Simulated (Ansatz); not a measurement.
The starting structures come from a database of crystals and need not be the phases stable at ambient conditions.

By LDA, the system below comes out a metal.

Input:

```
CELL_PARAMETERS angstrom
      4.85884     0.00000     0.00000
      0.00000     4.85884     0.00000
      0.00000     0.00000     5.17545
ATOMIC_POSITIONS crystal
  In 0.00000 0.50000 0.50486
  In 0.50000 0.00000 0.49514
  Bi 0.50000 0.50000 0.00000
  Bi 0.00000 0.00000 0.00000
```

Space group of this cell: P4/nmm. The cell is taken as given; by LDA its mean pressure is -3.9 GPa.

The current flows along the normal of the first two printed cell vectors, the (001) plane of the conventional cell. No spin-orbit coupling; the value is a mean over 0.1 eV about the Fermi level.

### Question
Give the ballistic conductance per area that LDA run with Ansatz (a program for electronic structure) yields.

### Answer
0.58 × 10¹⁵ S/m² for both spins.
